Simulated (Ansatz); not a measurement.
## (0,20) black phosphorus nanotube

Levels: PBE (plane waves to 420 eV, PAW; Ansatz, a first-principles code); r2SCAN (plane waves to 500 eV, PAW; Ansatz). Unmarked values and the geometry are of the first. Mesh 1×1×8. No spin polarisation. It repeats along c; a and b span vacuum. A hypothetical model, rolled from the flat sheet. Only distortions within the start's symmetry and period were free. Buckling under compression is shut out by symmetry and the short period.

```
Quantity                                                                                          Result
---------------------------------------------------------  ---------------------------------------------
period along the axis (80 atoms)                                                                 4.518 Å
mean diameter                                                                                    22.01 Å
radii of the innermost and outermost atoms                                              9.96 and 12.05 Å
energy over the flat sheet                                                                 +111 meV/atom
PBE gap                                                    0.47 eV, indirect, from Γ to k = 0.344 × 2π/c
electron mass along the axis (PBE)                                                               0.27 mₑ
hole mass along the axis (PBE)                                                                   0.28 mₑ
valence and conduction edges under the vacuum level (PBE)                               5.16 and 4.69 eV
r2SCAN gap at this geometry                                                                      0.63 eV
axial stiffness dF/dε                                                                              68 nN
```
